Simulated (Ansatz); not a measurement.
The reference is AlRu in the CsCl type structure (space group Pm-3m, No. 221; relaxed with 0.1 eV smearing).

```xyz
2
Lattice="3.0048 0.0000 0.0000 0.0000 3.0048 0.0000 0.0000 0.0000 3.0048" Properties=species:S:1:pos:R:3 pbc="T T T"
Al     1.5024     1.5024     1.5024
Ru     0.0000     0.0000     0.0000
```

Calculations: PBE, PAW, 420 eV (Ansatz, a program for electronic structure; no SOC).

Base values:

* **Pressure**: 0.0 GPa

Modification: an isotropic linear strain of +1.00 %, atoms relaxed at fixed cell.

Problem. Estimate the effect on the energy relative to the base.

Solution. The energy grows by 7.5 meV/atom.

Problem. How does this affect the pressure?

Solution. The pressure goes from zero to -5.7 GPa.

No phonon test of stability was made. The final runs are not spin-polarised.
